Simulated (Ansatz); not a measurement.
Cubic perovskite CsPbBr3 (cubic high-temperature phase), treated with revPBE (plane waves, PAW; Ansatz, a program for electronic structure).

Settings: plane-wave cutoff 520 eV, 6×6×6 k mesh, Fermi–Dirac smearing 0.01 eV, scalar-relativistic PAW data made under PBE.

Properties against volume:

```json
[
 {"V (Å³/atom)": "42.871", "P (GPa)": "1.13", "direct gap at Γ (eV)": "5.234", "smallest gap on the k mesh (eV)": "1.826"},
 {"V (Å³/atom)": "43.783", "P (GPa)": "0.71", "direct gap at Γ (eV)": "5.198", "smallest gap on the k mesh (eV)": "1.898"},
 {"V (Å³/atom)": "44.695", "P (GPa)": "0.33", "direct gap at Γ (eV)": "5.163", "smallest gap on the k mesh (eV)": "1.963"},
 {"V (Å³/atom)": "45.607", "P (GPa)": "0.00", "direct gap at Γ (eV)": "5.129", "smallest gap on the k mesh (eV)": "2.022"},
 {"V (Å³/atom)": "46.519", "P (GPa)": "-0.30", "direct gap at Γ (eV)": "5.095", "smallest gap on the k mesh (eV)": "2.075"},
 {"V (Å³/atom)": "47.432", "P (GPa)": "-0.56", "direct gap at Γ (eV)": "5.062", "smallest gap on the k mesh (eV)": "2.122"},
 {"V (Å³/atom)": "48.344", "P (GPa)": "-0.80", "direct gap at Γ (eV)": "5.029", "smallest gap on the k mesh (eV)": "2.165"}
]
```

The fundamental gap (2.02 eV at the equilibrium volume, with added k points) lies elsewhere than Γ–Γ.

Note: the cell is over a tenth larger than the published one: the level's own overestimate first of all, though another phase or state, or a fault of the published cell, is possible; the relaxation could not lower the start's symmetry, so the cell can be a saddle point above a distorted one.

Spin–orbit coupling is not included; with these elements it can move the gap by several tenths of an eV or more.
